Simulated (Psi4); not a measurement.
Psi4 1.11, HF/def2-svp: Zr(OH)2(OMe)(NH2) (C[O][Zr]([NH2])([OH])[OH]), 13 atoms. The geometry is a generated start, not checked to be a minimum at this level.

```
Property                                             Result
--------------------------  -------------------------------
task                                                 energy
method                                                  scf
basis                                              def2-svp
memory                                                 3 GB
maxiter                                                 100
keys of the molecule block                      symmetry c1
scf_type                                       df (default)
e_convergence                               1e-06 (default)
d_convergence                               1e-06 (default)
effective core potentials   those of the basis set, past Kr
basis functions                                         136
```

```xyz
13

Zr    -0.0296     0.5743     0.4404
O      0.6360     1.5540    -1.0437
H      0.6627     2.5205    -1.0166
O     -0.0334     1.7770     1.9031
H      0.7591     2.0850     2.3665
O      1.0168    -0.9844     0.7094
C      0.9315    -1.8484    -0.3964
H      1.1055    -1.2940    -1.3436
H      1.7028    -2.6285    -0.3050
H     -0.0615    -2.3368    -0.4305
N     -1.9176     0.0116    -0.0948
H     -2.0732     0.0336    -1.1138
H     -2.6991     0.5359     0.3250
```

Charge 0 and multiplicity 1 are set for this test and not shown to be the ground state.

With the defaults (damping_percentage = 0, guess = auto, which took SAD, diis_max_vecs = 10, soscf = false, level_shift = 0, level_shift_cutoff = 0.01, scf_initial_accelerator = adiis) it converges in 9 SCF iterations. One run each on 2 threads, with these changes:
- damping_percentage = 20
- damping_percentage = 60
- guess = sadno
- guess = huckel
- soscf = true
- level_shift = 0.5, level_shift_cutoff = 0.001
- scf_initial_accelerator = none
- guess = modhuckel
- diis_max_vecs = 20

### Question
Which of these changes keep the SCF from converging, or lead it to another solution?

### Answer
No convergence: damping_percentage = 60 (the run ends without SCF convergence in 100 iterations). The rest reach the solution of the defaults.

| setting | SCF iterations | JK calls | end |
|---|---|---|---|
| soscf = true | 6 | 22 | same solution |
| the defaults | 9 | 10 | same solution |
| diis_max_vecs = 20 | 9 | 10 | same solution |
| level_shift = 0.5, level_shift_cutoff = 0.001 | 9 | 10 | same solution |
| scf_initial_accelerator = none | 9 | 10 | same solution |
| guess = modhuckel | 10 | 48 | same solution |
| guess = sadno | 10 | 10 | same solution |
| guess = huckel | 10 | 48 | same solution |
| damping_percentage = 20 | 15 | 16 | same solution |
| damping_percentage = 60 | 100 | 101 | no convergence |

An SOSCF iteration holds several JK calls; a Hückel guess adds calls on atoms.
